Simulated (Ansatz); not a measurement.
**Amorphous Hf24O24**

A CHGNet melt-quench gave the starting glass, which DFT then relaxed. O atoms were pushed apart under 1.9 Å during the dynamics, to hinder bonds among them. The hot cell started wider than the set density and was brought back towards it in steps. It is the lowest in DFT energy of 3 quenches. It is a model cell: composition and starting density were chosen by hand, and all elements were melted together. No dispersion term was used.

These are PBE, scalar-relativistic without spin-orbit coupling (plane waves to 420 eV, PAW; Ansatz, an electronic-structure program) values and carry that method's errors. Geometry, pressure, stress and energy are those of the PBE run. Its sampling: a 2×2×2 Γ-centred mesh; Fermi-Dirac width 0.1 eV; no spin polarisation. The usual formal charges leave 48 electrons over, so the level spacing at the Fermi energy parts defect or band states and needn't be the band gap. The spare electrons fill defect levels or the bottom of the conduction band, and the levels at the Fermi energy are partly filled.

| Quantity | Result |
|---|---|
| Number of atoms in the cell | 48 |
| Density (volume relaxed, without dispersion) | 11.18 g/cm³ |
| Volume per atom | 14.44 Å³ |
| Pressure on a 2×2×2 Γ-centred mesh | -0.05 GPa |
| Largest force and stress component on that mesh (the relaxation ran on one k-point at (1/4, 1/4, 1/4)) | 0.19 eV/Å and 0.1 GPa |
| Energy relative to HfO2 (P2_1/c) + hcp Hf (lowest mix at this level among the phases computed, not always the ambient ones) | 0.247 eV/atom |
| Level spacing at the Fermi energy on a 2×2×2 Γ-centred mesh (PBE) | within the smearing (under twice its width) |

Neighbours within Hf-Hf 3.34 Å, Hf-O 2.68 Å, O-O 1.58 Å count as bonded. Two cations that share two anions don't count as bonded, nor two that share one unless they lie closer than Hf-Hf 3.25 Å.

```json
{
  "Mean coordination of Hf by anions": "4.08 (3 with 1, 2 with 2, 3 with 3, 6 with 4, 2 with 5, 8 with 6); 66 close contacts or bonds to cations besides",
  "Mean coordination of O": "4.08 (1 with 3, 20 with 4, 3 with 5)",
  "Mean Hf-O bond": "2.205 Å (spread 0.113 Å, 98 counted)",
  "Mean Hf-Hf close contact": "3.114 Å (spread 0.139 Å, 33 counted)"
}
```

Its density started from a set value of 13.07 g/cm³. The quench (nominally 360 K/ps over its main leg) was far faster than any real one, so the model tends to hold more defects than a real film. Values belong to this one cell and scatter from quench to quench. Volume and shape were free in the relaxation. On a 2×2×2 Γ-centred mesh force components of up to 0.19 eV/Å stay, since the relaxation ran on one k-point at (1/4, 1/4, 1/4).
